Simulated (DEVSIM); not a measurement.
Structure: Cr/Si3N4/p-Ge capacitor, at 300 K.

Layer 1 from the left is Si3N4, thickness (nm) 3.90. Layer 2 from the left is Ge, thickness (nm) 6300, Na (cm⁻³) 9e15.

Metal gate on the left, work function 4.5 eV. Fixed charge at the semiconductor interface 0 cm⁻² (in units of +e); no interface traps.

This is a model device: material constants are rounded textbook-type values typed into the input, and sizes, dopings and lifetimes were drawn at random. Values at 300 K.

Si3N4: gap (eV) 5.1, affinity (eV) 2.1, permittivity 7.5. Ge: gap (eV) 0.664, affinity (eV) 4, permittivity 16, Nc (cm⁻³) 1.04e19, Nv (cm⁻³) 6e18.

Simulated with DEVSIM: 1D Poisson equation in equilibrium, Boltzmann statistics, complete ionisation; no quantum confinement or tunnelling. Metal contacts follow the ideal Schottky-Mott rule: no Fermi-level pinning, no interface dipoles.

### Question
What does the simulation give for the threshold voltage (band bending 2φF)?

### Answer
threshold voltage (band bending 2φF) 0.34 V.
